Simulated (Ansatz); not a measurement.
CF2 on the 1x1 (111) surface of fcc Ag, one in a 2x2 cell, energies for each (29.8 Å²). Energies are against CF4(g) − F2(g), without zero-point or thermal terms; each row is named by its start.

All values below come from PBE (plane waves to 420 eV, PAW; Ansatz, a program for electronic structure).

Task: Which site binds most strongly?
A. bridge Ag-Ag (span 2.9 Å)
B. top Ag

Result: A, bridge Ag-Ag (span 2.9 Å). Adsorption energies: bridge Ag-Ag (span 2.9 Å) 6.91 eV; top Ag 6.98 eV.
